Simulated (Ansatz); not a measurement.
An Ansatz (a quantum-chemistry and plane-wave program) run: Ti3Al with a change (uniaxial strain ε_yy = −1.15 %); r2SCAN (Ansatz), spin-orbit coupling left out, earlier PAW set.

Input:

Ansatz 0.2 input:
```yaml
crystal:
  lattice:
    - [5.747371091, 0, 0]
    - [-2.8736855455, 4.920129622, 0]
    - [0, 0, 4.6318970443]
  atoms:
    - { symbol: Ti, position: [0.8298186431, 0.6596372862, 0.25] }
    - { symbol: Ti, position: [0.1701813569, 0.8298186431, 0.75] }
    - { symbol: Ti, position: [0.3403627138, 0.1701813569, 0.25] }
    - { symbol: Ti, position: [0.1701813569, 0.3403627138, 0.75] }
    - { symbol: Ti, position: [0.8298186431, 0.1701813569, 0.25] }
    - { symbol: Ti, position: [0.6596372862, 0.8298186431, 0.75] }
    - { symbol: Al, position: [0.3333333333, 0.6666666667, 0.25] }
    - { symbol: Al, position: [0.6666666667, 0.3333333333, 0.75] }
basis: { ecutwfc: 500, ecutrho_ratio: 4, xc_grid: 4, fft_grid_basis: typed }
kpoints: { mp_grid: { grid: [10, 10, 10] } }
hamiltonian:
  xc: r2scan
  dispersion: none
  pseudopotentials: { azcp: { folder: ./paw }, kind: paw }
scf: { occupations: { method: fermi_dirac, width: 0.05 }, convergence: { dr2_threshold: 0.0000000008 } }
relax: { f_tol: 0.005, max_steps: 50 }
output: { forces: true, stress: true }
checkpoint: { write: state.ck, write_every: 1000 }
```

Output (explanatory and most iteration lines left out):

```
Relaxation: its limit of steps is 50 (relax.max_steps)
Pseudopotential: Ti, paw, valence charge 12
Pseudopotential: Al, paw, valence charge 3
Crystal: 8 atoms, lattice volume = 130.980 Å³
Basis set: ecut = 500 eV, 3367 PW (Γ), exchange–correlation on 180×180×144 points (64 copies of the dense FFT grid, shifted against one another)
Bands: 47, of which v1, the nominal top of the filled ones, is band 39 counted from 1 (38 counted from 0)
Symmetry: 8 space group operations
Space group: Cmcm (ITA 63), of the structure as read, at distance tolerance 5.1e-5 Å
k-points: 186 of 1000
Functional: x = r2scan, c = r2scan; τ floored in thin density (d = 2e-4 eV/Å³)
SCF iter   1: F=—  HF=-16110.423287 eV  |F-HF|=—  |Δ(HF+E_count)|=         —  Δρ=6.11e-2  dr2=4.95e0  dr2_τ=1.91e-1  ethr=3.10e-3  ⟨swp⟩=7.4  Hψ=33099  notcnv=0
SCF iter   2: F=—  HF=-16109.629722 eV  |F-HF|=—  |Δ(HF+E_count)|=   7.94e-1  Δρ=2.39e-2  dr2=7.65e-1  dr2_τ=1.96e-2  ethr=3.10e-3  ⟨swp⟩=3.2  Hψ=18101  notcnv=0
SCF 1 converged in 11 iterations: F = -16109.536785 eV  dr2 = 4.77e-10
relax step   1: F+E_penalty+E_count = -16109.53678541 eV  Δ(F+E_penalty+E_count) = +0.000e0 eV  max|allowed force component| = 7.152e-2 eV/Å  Δτ_max = 0.0000 Å  (11 SCF iters, accepted)
Crystal: 8 atoms, lattice volume = 130.980 Å³
SCF iter   1: F=—  HF=-16109.467737 eV  |F-HF|=—  |Δ(HF+E_count)|=         —  Δρ=2.42e-3  dr2=3.23e-3  dr2_τ=7.47e-2  ethr=4.25e-6  ⟨swp⟩=2.0  Hψ=27165  notcnv=0
SCF iter   2: F=—  HF=-16109.537669 eV  |F-HF|=—  |Δ(HF+E_count)|=   6.99e-2  Δρ=1.06e-3  dr2=9.54e-4  dr2_τ=5.03e-5  ethr=4.14e-6  ⟨swp⟩=2.0  Hψ=17390  notcnv=0
SCF 2 converged in 9 iterations: F = -16109.537902 eV  dr2 = 4.86e-10
relax step   2: F+E_penalty+E_count = -16109.53790203 eV  Δ(F+E_penalty+E_count) = -1.117e-3 eV  max|allowed force component| = 3.545e-2 eV/Å  Δτ_max = 0.0241 Å  (9 SCF iters, accepted)
Crystal: 8 atoms, lattice volume = 130.980 Å³
SCF iter   1: F=—  HF=-16109.528517 eV  |F-HF|=—  |Δ(HF+E_count)|=         —  Δρ=9.42e-4  dr2=7.10e-4  dr2_τ=1.09e-2  ethr=6.01e-6  ⟨swp⟩=2.2  Hψ=20486  notcnv=0
SCF iter   2: F=—  HF=-16109.538631 eV  |F-HF|=—  |Δ(HF+E_count)|=   1.01e-2  Δρ=4.92e-4  dr2=2.89e-4  dr2_τ=1.99e-5  ethr=9.10e-7  ⟨swp⟩=2.0  Hψ=17586  notcnv=0
SCF 3 converged in 9 iterations: F = -16109.538612 eV  dr2 = 9.25e-11
relax step   3: F+E_penalty+E_count = -16109.53861241 eV  Δ(F+E_penalty+E_count) = -7.104e-4 eV  max|allowed force component| = 9.991e-4 eV/Å  Δτ_max = 0.0086 Å  (9 SCF iters, accepted)
Crystal: 8 atoms, lattice volume = 130.980 Å³
SCF iter   1: F=—  HF=-16109.538612 eV  |F-HF|=—  |Δ(HF+E_count)|=         —  Δρ=2.74e-7  dr2=9.25e-11  dr2_τ=3.92e-12  ethr=1.00e-12  ⟨swp⟩=2.8  Hψ=41245  notcnv=0
SCF iter   2: F=-16109.538612 eV  HF=-16109.538612 eV  |F-HF|=1.09e-11  |Δ(HF+E_count)|=  1.82e-11  Δρ=1.83e-7  dr2=3.81e-11  dr2_τ=3.58e-12  ethr=1.00e-12  ⟨swp⟩=3.0  Hψ=19200  notcnv=0
SCF 4 converged in 2 iterations: F = -16109.538612 eV  dr2 = 3.81e-11
SCF converged after 2 iterations
Free energy (F): -16109.538612 eV
Internal energy: -16109.500877 eV  (E = F + TS)
E sigma→0 (E₀):  -16109.519745 eV
Entropy (-TS):   -0.037735 eV (-4.717 meV/atom)
Fermi energy:    12.342606 eV
--- Forces (eV/Å), atoms counted from 1 ---
  atom   1  Ti     0.00000000     0.00051929     0.00000000
  atom   2  Ti     0.00100090     0.00044270     0.00000000
  atom   3  Ti     0.00100090    -0.00044270     0.00000000
  atom   4  Ti     0.00000000    -0.00051929     0.00000000
  atom   5  Ti    -0.00100090    -0.00044270     0.00000000
  atom   6  Ti    -0.00100090     0.00044270     0.00000000
  atom   7  Al     0.00000000     0.00088554     0.00000000
  atom   8  Al     0.00000000    -0.00088554     0.00000000
--- Stress (GPa, compression-positive) ---
        1.091740       0.000000       0.000000
        0.000000       2.369696       0.000000
        0.000000       0.000000       0.765649
  P = ⅓ Tr σ = 1.4090 GPa (14.090 kbar)
--- Relaxed structure (3 steps of the walk, 3 accepted, 0 SCFs on fresh bases) ---
  atoms:
    - { symbol: Ti, position: [0.8313948687868534, 0.6627897375737068, 0.25] }
    - { symbol: Ti, position: [0.17045279737111904, 0.8284848899594417, 0.7499999999999999] }
    - { symbol: Ti, position: [0.34196790741167726, 0.17151511004055822, 0.25] }
    - { symbol: Ti, position: [0.16860513121314658, 0.33721026242629315, 0.7499999999999999] }
    - { symbol: Ti, position: [0.8295472026288812, 0.17151511004055822, 0.25] }
    - { symbol: Ti, position: [0.6580320925883226, 0.8284848899594417, 0.7499999999999999] }
    - { symbol: Al, position: [0.3332618170138279, 0.6665236340276558, 0.25] }
    - { symbol: Al, position: [0.6667381829861722, 0.3334763659723441, 0.7499999999999999] }
```

Stability against distortions was not tested. All final runs are without spin polarisation. The cell was made from Ti$_{3}$Al (space group P6_3/mmc, No. 194) by this change: uniaxial strain ε_yy = −1.15 %.
